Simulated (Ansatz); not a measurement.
**Ti vacancy + Si on the Ti site (V_Ti+Si_Ti) in rock-salt TiN**

Level of theory: PBE, PAW (plane waves to 420 eV; Ansatz, a quantum-chemistry and plane-wave program). Set-up: 64-site cell; 4×4×4 shifted k-points; start: the Ti site; Ti 3.00 Å away; no Hubbard U; finite-size errors of tenths of an eV; the relaxation kept the symmetry of the starting site; relaxed from one start, so a lower configuration may exist.

Neighbours after relaxation, in Å: of the emptied site: N 2.16, N 2.16, N 2.16, N 2.16, N 2.18, N 2.18; of the Si atom: N 1.89, N 1.89, N 1.98, N 1.98, N 2.07, N 2.07.

Formation energies E_f are those of the neutral cell. Chemical conditions: N-rich (Δμ(Ti) = -3.43 eV, Δμ(Si) = -2.47 eV, bounded by beta Si3N4; only phases computed here count, gases as isolated molecules at 0 K); Ti-rich (Δμ(Ti) = 0.00 eV, Δμ(Si) = -2.07 eV, bounded by Ti5Si3 (P6_3/mcm); only phases computed here count, gases as isolated molecules at 0 K). Reference phases: Si: silicon, Ti: hcp Ti.

| charge | moment (μB) | point group | largest move off a lattice site (Å) | E_f, N-rich (eV) | E_f, Ti-rich (eV) |
|---|---|---|---|---|---|
| 0 | not spin-polarised | C2v | 0.15 | 2.62 | 9.07 |

Point groups are those of the whole cell at tolerances of 0.03 and 0.1 Å ("near" where only the looser one holds); none is given for unsettled states.

All states together cost about 40 core-minutes (a rough figure).
